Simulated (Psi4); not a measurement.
Psi4 1.11, PBE0/def2-svp: In(Me)2(AsH3) ([CH3][In+]([CH3])<-[AsH3]), charge +1, multiplicity 1, 13 atoms. The geometry is a generated start, not checked to be a minimum at this level.

```
Item                                                  Value
--------------------------  -------------------------------
task                                                 energy
method                                                 pbe0
basis                                              def2-svp
memory                                                 3 GB
maxiter                                                 100
keys of the molecule block                      symmetry c1
scf_type                                       df (default)
diis_max_vecs                                  10 (default)
e_convergence                               1e-06 (default)
d_convergence                               1e-06 (default)
dft_radial_points                              75 (default)
dft_spherical_points                          302 (default)
effective core potentials   those of the basis set, past Kr
basis functions                                         131
grid points                                          281033
```

```xyz
13

In    -0.0051     0.9281     0.3689
C      1.7488     1.6451    -0.8757
H      2.5742     0.9622    -0.6839
H      1.9920     2.6618    -0.5675
H      1.4380     1.6086    -1.9204
C     -1.7401     0.6557     1.8032
H     -2.2078    -0.2976     1.5653
H     -2.4298     1.4848     1.6583
H     -1.3325     0.6593     2.8139
As     0.0032    -2.0002    -0.8012
H      0.7875    -3.1429    -0.2604
H      0.3986    -2.3315    -2.1981
H     -1.2271    -2.8335    -0.9023
```

Charge 1 and multiplicity 1 are set for this test and not shown to be the ground state.

With the defaults (diis = true, scf_initial_accelerator = adiis, damping_percentage = 0, guess = auto, which took SAD, level_shift = 0, level_shift_cutoff = 0.01, soscf = false, soscf_start_convergence = 0.01) it converges in 9 SCF iterations. One run each on 2 threads, with these changes:
- diis = false, scf_initial_accelerator = none, damping_percentage = 60
- guess = core
- guess = gwh
- damping_percentage = 60
- soscf = true, soscf_start_convergence = 0.001
- guess = sap
- scf_initial_accelerator = ediis
- soscf = true
- level_shift = 0.1, level_shift_cutoff = 0.001

Problem. Name the settings that don't reach the solution of the defaults.

Solution. No convergence: diis = false, scf_initial_accelerator = none, damping_percentage = 60 (the run ends without SCF convergence in 100 iterations). The rest reach the solution of the defaults.

| setting | SCF iterations | JK calls | end |
|---|---|---|---|
| soscf = true | 6 | 17 | same solution |
| soscf = true, soscf_start_convergence = 0.001 | 7 | 18 | same solution |
| the defaults | 9 | 10 | same solution |
| level_shift = 0.1, level_shift_cutoff = 0.001 | 9 | 10 | same solution |
| scf_initial_accelerator = ediis | 9 | 10 | same solution |
| guess = sap | 13 | 13 | same solution |
| guess = core | 15 | 15 | same solution |
| guess = gwh | 17 | 17 | same solution |
| damping_percentage = 60 | 55 | 56 | same solution |
| diis = false, scf_initial_accelerator = none, damping_percentage = 60 | 100 | 101 | no convergence |

An SOSCF iteration holds several JK calls; a Hückel guess adds calls on atoms.
